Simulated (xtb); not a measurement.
xtb 6.7.1, GFN2-xTB: V(NH)(OiPr)2(NH2) (CC(C)[O][V](=[NH])([NH2])[O]C(C)C), 28 atoms. The geometry is a generated start, not checked to be a minimum at this level.

```yaml
method: GFN2-xTB
"--acc": 1 (default)
"--etemp (K)": 300 (default)
detailed input (--input): "none: ANC optimiser, Lindh (1995) Hessian, microcycle=20, maxdispl=1.0, hlow=0.01 (default)"
basis_functions: 67
valence_electrons: 68
```

```xyz
28

V     -0.6910     0.0735     0.7337
N     -2.2492    -0.3194     0.6891
H     -3.2411    -0.5349     0.6326
O     -0.4862     1.6127     0.2597
C     -0.5545     2.7546    -0.4893
C     -1.4030     2.4801    -1.7416
C      0.8543     3.2310    -0.8773
H     -1.0493     3.5455     0.1086
H     -0.9401     1.6777    -2.3178
H     -1.4797     3.3731    -2.3579
H     -2.3983     2.1592    -1.4361
H      1.4280     3.4609     0.0187
H      1.3641     2.4390    -1.4262
H      0.7985     4.1201    -1.5011
O      0.1890    -1.1903     0.2241
C      0.5787    -2.4391    -0.1732
C      0.3621    -3.4313     0.9798
C      2.0496    -2.4297    -0.6210
H     -0.0561    -2.7513    -1.0289
H      0.9840    -3.1421     1.8247
H      0.6217    -4.4403     0.6691
H     -0.6838    -3.3987     1.2843
H      2.1770    -1.7503    -1.4630
H      2.6731    -2.0860     0.2023
H      2.3653    -3.4264    -0.9189
N     -0.2676     0.1541     2.5361
H     -0.3350    -0.6831     3.1091
H     -0.6105     0.9417     3.0805
```

Charge 0 and multiplicity 1 are set for this test and not shown to be the ground state.

The structure is relaxed from this start with --opt LEVEL for the levels crude, sloppy, loose, lax, normal, tight, vtight, extreme, once each. Up to the end of the extreme run atoms move by at most 3.5 Å along an axis.

**Question.** Choose the cheapest level whose final energy lies within 5 meV of that of extreme.

**Answer.** normal: 186 cycles against 221, ending 1.5 meV above.

```csv
level,cycles,energy above the extreme run (meV),gradient norm (eV/Å)
crude,1,300,0.16
sloppy,1,300,0.16
loose,1,300,0.16
lax,43,140,0.084
normal,186,1.5,0.033
tight,203,0.11,0.0075
vtight,217,under 0.01,0.0013
extreme,221,—,0.0014
```
